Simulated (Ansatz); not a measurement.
Levels about the gap of amorphous Hf$_{18}$O$_{39}$Ga$_{2}$ (59 atoms in a cell of 759 Å³, 8.70 g/cm³; zone centre alone, so wide bands show as single levels with stretches between that a denser mesh fills), at the geometry that PBE relaxed, where it gives -2.3 GPa on a denser mesh. The participation number counts the atoms over which a state spreads; weights are charges in smoothed Voronoi cells. The levels come from a single point, so bond lengths are those of that geometry. Method of the levels: PBE, scalar-relativistic without spin-orbit coupling (Ansatz, an electronic-structure program). Sampling: the zone centre alone; Fermi-Dirac width 0.02 eV; no spin polarisation.

A CHGNet melt-quench gave the starting glass, which DFT then relaxed. O atoms were pushed apart under 1.9 Å during the dynamics, to hinder bonds among them. The hot cell started wider than the set density and was brought back towards it in steps. It is the lowest in DFT energy of 2 quenches. It is a model cell: composition and starting density were chosen by hand, and all elements were melted together. No dispersion term was used. Its density started from a set value of 8.70 and ended at 8.70 g/cm³. The quench (nominally 300 K/ps over its main leg) was far faster than any real one, so the model tends to hold more defects than a real film. One small periodic cell is one sample of the glass; other quenches scatter about these values. The volume was held where the preparation left it and the shape relaxed, at a PBE pressure of -2.3 GPa (tension). Stress components on the final sampling reach 2.4 GPa.

```
E - E(highest filled), eV  filling  participation number        largest on  weight O  weight Hf  weight Ga
-------------------------  -------  --------------------  ----------------  --------  ---------  ---------
-0.36                       filled                  17.1   O, 3 neighbours      0.94       0.05       0.01
-0.34                       filled                  19.2   O, 3 neighbours      0.94       0.06       0.00
-0.24                       filled                  13.2   O, 3 neighbours      0.95       0.05       0.01
-0.19                       filled                  13.5   O, 3 neighbours      0.95       0.04       0.01
-0.17                       filled                  17.7   O, 4 neighbours      0.95       0.05       0.00
-0.08                       filled                  25.3   O, 3 neighbours      0.95       0.04       0.00
0.00                        filled                  12.3   O, 3 neighbours      0.96       0.04       0.00
3.79                         empty                  36.6  Ga, 4 neighbours      0.53       0.35       0.12
4.12                         empty                  23.4  Hf, 6 neighbours      0.42       0.57       0.02
4.33                         empty                  22.7  Hf, 8 neighbours      0.38       0.61       0.02
4.40                         empty                  25.3  Hf, 7 neighbours      0.37       0.61       0.02
4.46                         empty                  29.3  Hf, 7 neighbours      0.38       0.58       0.04
4.52                         empty                  13.4  Hf, 7 neighbours      0.37       0.61       0.02
4.56                         empty                  26.3  Hf, 7 neighbours      0.42       0.51       0.08
```

Most localised among these is the filled level at +0.00 eV, on a O atom, which has 3 neighbours (Hf 2.11 Å, Hf 2.13 Å, Hf 2.15 Å).
